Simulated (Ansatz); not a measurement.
The reference is TiN in the rock salt structure (space group Fm-3m, No. 225; relaxed with 0.1 eV smearing).

```
CELL_PARAMETERS angstrom
      0.00000     2.11655     2.11655
      2.11655     0.00000     2.11655
      2.11655     2.11655     0.00000
ATOMIC_POSITIONS crystal
  N  0.00000 0.00000 0.00000
  Ti 0.50000 0.50000 0.50000
```

Method: r2SCAN (Ansatz, a first-principles code), without spin-orbit coupling.

Base values:

The pressure comes out as 0.0 GPa.

Now apply this change: the cell is scaled by 1.0128 in all directions, atoms relaxed at fixed cell.

Q: Estimate the effect on the energy relative to the base and pressure.

A: The energy rises by 12 meV/atom; the pressure goes from zero to -10.4 GPa.

The cells carry an imposed strain or load. Whether these cells are dynamically stable was not tested. All final runs are without spin polarisation. An odd electron count without spin: TiN.
